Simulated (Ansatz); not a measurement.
System: CrBr2 (C2/m, No. 12; structure not from a measured cell). Method: PBEsol (plane waves, PAW; Ansatz, a quantum-chemistry and plane-wave program).

Numerical settings: plane-wave cutoff 500 eV, 12×12×6 k mesh (along the axes of the cell as run), gaussian smearing 0.02 eV, spin-polarised start, scalar-relativistic PAW data made under PBE.

Computed at the level's own relaxed cell.

Q: What does this level give for the volume per atom and band gap?

A: 
- volume per atom: 27.45 Å³/atom
- band gap: 0.25 eV (on the SCF k mesh)

Note: the magnetic order was assumed, not searched for or taken from measurement; the relaxation could not lower the start's symmetry, so the cell can be a saddle point above a distorted one; the cell has widely spaced layers and the level no dispersion term, so their spacing and the moduli can rest on weak binding.

Spin–orbit coupling is not included.
